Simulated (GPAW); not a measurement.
Band structure of NiSb (P6_3/mmc, 8 atoms in the cell).

```yaml
crystal:
  lattice:
    - [3.60158, 0.00000, 0.00000]
    - [-1.80079, 3.11906, 0.00000]
    - [0.00000, 0.00000, 12.15039]
  atoms:
    - { symbol: Ni, position: [0.33333, 0.66667, 0.12500], spin: 2.0 }
    - { symbol: Ni, position: [0.66667, 0.33333, 0.62500], spin: 2.0 }
    - { symbol: Ni, position: [0.66667, 0.33333, 0.87500], spin: 2.0 }
    - { symbol: Ni, position: [0.33333, 0.66667, 0.37500], spin: 2.0 }
    - { symbol: Sb, position: [0.00000, 0.00000, 0.00000] }
    - { symbol: Sb, position: [0.00000, 0.00000, 0.50000] }
    - { symbol: Sb, position: [0.33333, 0.66667, 0.75000] }
    - { symbol: Sb, position: [0.66667, 0.33333, 0.25000] }
```
(The spins are starting values, not results.)

Level of theory: PBE, GPAW PAW datasets PBE (gpaw-data 1.0.1) (plane waves; GPAW 25.7.0).

Settings: spinpol = true; mode = pw; ecut = 800 eV; xc = PBE; kpts = 4 4 1; mesh shift (steps) = 0 0 0; occupations.name = methfessel-paxton; occupations.width = 0.136 eV; occupations.order = 0; nbands = -12; convergence.forces = 0.001 eV/Å; symmetry.symmorphic = false; symmetry.tolerance = 0.0005; maxiter = 150.

The starting cell was generated: these elements placed on a structure prototype, without a prior relaxation; it need not be a known phase or ordering of this composition. Its lattice was rescaled by a random factor within 2.5 % of one. Spin-orbit coupling is off. The starting moments vanished: the run ended non-magnetic, which need not be the lowest state.

Levels in eV from the Fermi level, bands 60 to 67 of the first spin channel:
```
point     60     61     62     63     64     65     66    67
-----  -----  -----  -----  -----  -----  -----  -----  ----
Γ       1.84   2.26   2.26   2.99   2.99   3.30   3.30  3.97
M      -1.44  -1.42  -0.52  -0.38   0.76   0.85   1.71  2.37
K      -1.24  -1.13  -0.61  -0.61  -0.32  -0.04  -0.04  0.43
A       0.45   2.52   2.52   2.52   2.52   3.74   3.74  3.74
L      -1.46  -0.56  -0.56  -0.21  -0.21   1.09   1.09  2.46
H      -1.27  -0.99  -0.99  -0.78  -0.78   0.55   0.55  1.48
```

Bands cross the Fermi level along this path, so the cell is metallic at this level.

The net moment of the cell came out as 0.00 μB.
